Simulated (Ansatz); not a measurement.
**Mg2Si, response to strain**

Take Mg2Si (space group Fm-3m, No. 225; a = 6.326 Å) as the base. Axes: x, y, z lie along the cube axes.

Strains are applied to the cell and any free atomic positions relax; under stress the whole cell relaxes.

Method: plane-wave PAW DFT at the PBEsol level (Ansatz, an electronic-structure program, 420 eV), no spin-orbit coupling.

Problem. Only one of these has no band gap. Which?
(A) uniaxial strain ε_zz = +2.73 %
(B) uniaxial strain ε_zz = +0.60 %
(C) tensor shear ε_xz = −0.18 %
(D) uniaxial stress, 2 GPa tension along z
(E) strain tensor (xx, yy, zz, yz, xz, xy) = (−1.51, −0.98, −0.40, +0.04, +0.46, −1.93) %

Solution. E, strain tensor (xx, yy, zz, yz, xz, xy) = (−1.51, −0.98, −0.40, +0.04, +0.46, −1.93) %. Computed: uniaxial strain ε_zz = +2.73 %: 0.07 eV; uniaxial strain ε_zz = +0.60 %: 0.11 eV; strain tensor (xx, yy, zz, yz, xz, xy) = (−1.51, −0.98, −0.40, +0.04, +0.46, −1.93) %: zero; tensor shear ε_xz = −0.18 %: 0.10 eV; uniaxial stress, 2 GPa tension along z: 0.07 eV

Beyond what the load breaks, stability against distortions was not tested. All final runs are without spin polarisation. The zero or small gap of Mg2Si can change with the level of theory.
